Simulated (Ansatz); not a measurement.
A computed series for ZrB2: response to strain

The parent structure is ZrB₂ (space group P6/mmm, No. 191; a = 3.155 Å, c = 3.506 Å; relaxed with 0.1 eV smearing). Axes: x lies along a and z along c of the hexagonal cell.

Strains are applied to the cell and any free atomic positions relax; under biaxial strain the out-of-plane vector relaxes too.

Calculations: PBEsol/PAW in Ansatz (a first-principles code), no spin-orbit coupling.

Notes on the quantities. pressure: mean of the normal stresses, compression positive.

```json
[
 {"variant": "base", "pressure": "0.0 GPa", "out-of-plane strain": "–"},
 {"variant": "biaxial strain −2.50 %, plane normal [001], relaxed out of plane", "pressure": "10.3 GPa", "out-of-plane strain": "+1.47 %"},
 {"variant": "biaxial strain −2.00 %, plane normal [001], relaxed out of plane", "pressure": "8.1 GPa", "out-of-plane strain": "+1.16 %"},
 {"variant": "biaxial strain −1.50 %, plane normal [001], relaxed out of plane", "pressure": "6.0 GPa", "out-of-plane strain": "+0.87 %"},
 {"variant": "biaxial strain −1.00 %, plane normal [001], relaxed out of plane", "pressure": "___", "out-of-plane strain": "___"},
 {"variant": "biaxial strain −0.50 %, plane normal [001], relaxed out of plane", "pressure": "1.9 GPa", "out-of-plane strain": "+0.28 %"},
 {"variant": "biaxial strain +0.50 %, plane normal [001], relaxed out of plane", "pressure": "-1.9 GPa", "out-of-plane strain": "-0.28 %"},
 {"variant": "biaxial strain +1.50 %, plane normal [001], relaxed out of plane", "pressure": "-5.4 GPa", "out-of-plane strain": "-0.84 %"},
 {"variant": "biaxial strain +2.50 %, plane normal [001], relaxed out of plane", "pressure": "-8.7 GPa", "out-of-plane strain": "-1.39 %"},
 {"variant": "biaxial strain +3.00 %, plane normal [001], relaxed out of plane", "pressure": "-10.2 GPa", "out-of-plane strain": "-1.66 %"}
]
```

### Question
What belongs in the blanks?

### Answer

- biaxial strain −1.00 %, plane normal [001], relaxed out of plane, pressure: 3.9 GPa
- biaxial strain −1.00 %, plane normal [001], relaxed out of plane, out-of-plane strain: +0.57 %

Whether these cells are dynamically stable was not tested. All final runs are without spin polarisation.
